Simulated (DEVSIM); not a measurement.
System: Schottky contact on n-type InP, at 250 K.

Layer 1 from the left is InP, thickness (μm) 0.330, Nd (cm⁻³) 1.8e15, τn (s) 5e-9, τp (s) 5e-9.

Left contact: Schottky, work function 5.45 eV, emission velocity 9.8e6 cm/s. Right contact: ohmic. Voltage is applied to the left contact. Recombination: SRH at mid-gap. Mobility is constant in doping.

Constants are typed, rounded textbook-type inputs, not results; the design itself was drawn at random and stands for no fabricated device. Values at 300 K; Nc and Nv go as T^1.5, mobilities as T to minus their exponent, the gap by Varshni's rule with the affinity fixed.

InP: gap (eV) 1.344, affinity (eV) 4.38, permittivity 12.5, Nc (cm⁻³) 5.7e17, Nv (cm⁻³) 1.1e19, μn (cm²/Vs) 5200, μp (cm²/Vs) 170, T exponent of μn 2, T exponent of μp 2, Varshni α (eV/K) 0.000363, Varshni β (K) 162.

Model (solved in DEVSIM): 1D drift-diffusion, Boltzmann statistics, complete ionisation; no tunnelling, impact ionisation, image-force lowering or self-heating. Metal contacts follow the ideal Schottky-Mott rule: no Fermi-level pinning, no interface dipoles.

### Question
What does the simulation give for the potential step across the device at zero bias, the dark forward voltage at 1 A/cm², the dark forward voltage at 100 A/cm², the largest field in the device at zero bias?

### Answer
potential step across the device at zero bias 0.952 V; dark forward voltage at 1 A/cm² 0.784 V; dark forward voltage at 100 A/cm² 0.887 V; largest field in the device at zero bias 33000 V/cm.
